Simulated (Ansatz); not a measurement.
SnO2 under a change: tensor shear ε_xz = +1.67 %

Start from SnO$_{2}$ in the rutile structure (space group P4_2/mnm, No. 136; a = 4.769 Å, c = 3.212 Å). Axes: x, y, z lie along a, b, c of the conventional cell.

Modification: a pure shear with ε_xz = ε_zx = 0.0167, atoms relaxed at fixed cell.

Computed with PBEsol (Ansatz, a first-principles code), spin-orbit coupling left out. Settings: 7×7×10 k-points, 0.05 eV Fermi–Dirac smearing.

The volume per atom stays essentially unchanged (12.18 Å³ against 12.17 Å³) and the space group becomes P2_1/c (No. 14) (base: P4_2/mnm (No. 136)). The shortest interatomic distance drops by 0.0084 Å (2.066 Å → 2.057 Å) and the energy grows by 3.8 meV/atom. The pressure (mean of the normal stresses, compression positive) goes from zero to 0.08 GPa and the band gap stays essentially unchanged (0.92 eV against 0.91 eV). The gap character is still direct at Γ and the electron mass changes from 0.17 mₑ along c, 0.19 mₑ across (at Γ) to 0.17 mₑ along z, 0.19 mₑ across (at Γ). The valence-band top at Γ (three highest levels, from the VBM) becomes 0.00, -0.77, -0.78 eV (base: 0.00, -0.77, -0.77 eV) and the largest internal atomic displacement comes out as 0.014 Å. The stress (xx, yy, zz, yz, xz, xy; compression positive) amounts to (0.11, 0.11, 0.02, 0.00, -2.98, 0.00) GPa.

The cells carry an imposed strain or load. Masses are band curvatures over ±0.01 Å⁻¹ around the edge. Stability against distortions was not tested. k-point labels follow each cell's own Brillouin zone.
